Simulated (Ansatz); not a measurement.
Levels about the gap of amorphous In9Ga9Zn9O41Ta2 (70 atoms in a cell of 887 Å³, 6.11 g/cm³; zone centre alone, so wide bands show as single levels with stretches between that a denser mesh fills), at the geometry that PBE relaxed, where it gives 3.0 GPa on a denser mesh. The participation number counts the atoms over which a state spreads; weights are charges in smoothed Voronoi cells. The levels come from a single point, so bond lengths are those of that geometry. Method of the levels: PBE, scalar-relativistic without spin-orbit coupling (Ansatz, a first-principles code). Sampling: the zone centre alone; Fermi-Dirac width 0.02 eV; no spin polarisation. At PBE the levels at the filled edge of the gap are localised (band-tail or defect states), and the nearest spread-out levels lie 1.4 eV apart at the zone centre.

A CHGNet melt-quench gave the starting glass, which DFT then relaxed. O atoms were pushed apart under 1.9 Å during the dynamics, to hinder bonds among them. The hot cell started wider than the set density and was brought back towards it in steps. It is the lowest in DFT energy of 2 quenches. It is a model cell: composition and starting density were chosen by hand, and all elements were melted together. No dispersion term was used. Its density started from a set value of 6.12 and ended at 6.11 g/cm³. Cooling (nominally 210 K/ps over its main leg) ran many orders faster than in experiment, which tends to leave more defects and strain. One small periodic cell is one sample of the glass; other quenches scatter about these values. The volume was held where the preparation left it and the shape relaxed, at a PBE pressure of 3.0 GPa. Stress components on the final sampling reach 3.1 GPa.

```
E - E(highest filled), eV  filling  participation number        largest on  weight O  weight In  weight Ta  weight Zn
-------------------------  -------  --------------------  ----------------  --------  ---------  ---------  ---------
-0.48                       filled                  23.8   O, 3 neighbours      0.90       0.02       0.00       0.05
-0.45                       filled                  19.0   O, 3 neighbours      0.88       0.02       0.01       0.08
-0.43                       filled                   9.8   O, 3 neighbours      0.87       0.02       0.00       0.09
-0.39                       filled                  16.7   O, 3 neighbours      0.88       0.02       0.00       0.09
-0.28                       filled                  18.9   O, 3 neighbours      0.87       0.02       0.00       0.09
-0.25                       filled                   9.5   O, 3 neighbours      0.89       0.02       0.01       0.07
0.00                        filled                   9.5   O, 3 neighbours      0.80       0.01       0.01       0.17
1.14                         empty                  61.8  In, 6 neighbours      0.53       0.20       0.01       0.13
3.23                         empty                  21.6  In, 6 neighbours      0.51       0.26       0.12       0.06
3.52                         empty                  30.6  In, 5 neighbours      0.57       0.26       0.03       0.07
3.66                         empty                  27.2  Ta, 6 neighbours      0.51       0.18       0.15       0.07
3.76                         empty                  28.6  Ta, 6 neighbours      0.51       0.20       0.18       0.07
3.93                         empty                  35.1  In, 6 neighbours      0.55       0.25       0.06       0.07
4.05                         empty                  45.1  In, 6 neighbours      0.56       0.23       0.05       0.07
```

Most localised among these is the filled level at +0.00 eV, on a O atom, which has 3 neighbours (Zn 1.88 Å, Zn 1.99 Å, In 2.12 Å).
